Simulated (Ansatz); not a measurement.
The parent structure is ZnS in the zinc blende structure (space group F-43m, No. 216; a = 5.389 Å).

Structures relaxed with Ansatz (an electronic-structure program) r2SCAN, no SOC.

Base:

Simulated powder pattern, Mo Kα, λ = 0.71073 Å (kinematic, ideal powder, no thermal factors, no anomalous dispersion; the 14 strongest lines at most, above 2 %, up to 2θ = 40°):

```tsv
2θ (°)	I/Imax (%)	hkl
13.12	100	(111)
15.16	12	(200)
21.50	68	(220)
25.27	48	(311)
26.41	3.7	(222)
30.59	11	(400)
33.41	19	(331)
34.30	4.2	(420)
37.69	22	(422)
```

Now apply this change: a hydrostatic pressure of 9 GPa.

**Question.** Predict the new powder pattern.

**Answer.** 
Simulated powder pattern, Mo Kα, λ = 0.71073 Å (kinematic, ideal powder, no thermal factors, no anomalous dispersion; the 14 strongest lines at most, above 2 %, up to 2θ = 40°):

```
2θ (°)  I/Imax (%)    hkl
------  ----------  -----
13.53          100  (111)
15.64           12  (200)
22.19           67  (220)
26.08           47  (311)
27.26          3.6  (222)
31.58           11  (400)
34.50           18  (331)
35.42          4.0  (420)
38.93           21  (422)
```

The indices refer to the base's conventional cell; one index is shown for lines that coincide.

Load acts through the strain it causes; cell and atoms are relaxed under it. No phonon test of stability was made. Tetrahedral semiconductors of this kind turn to denser phases somewhere between about 1 and 50 GPa; those were not computed, so compressed cells here can lie past the real transition.
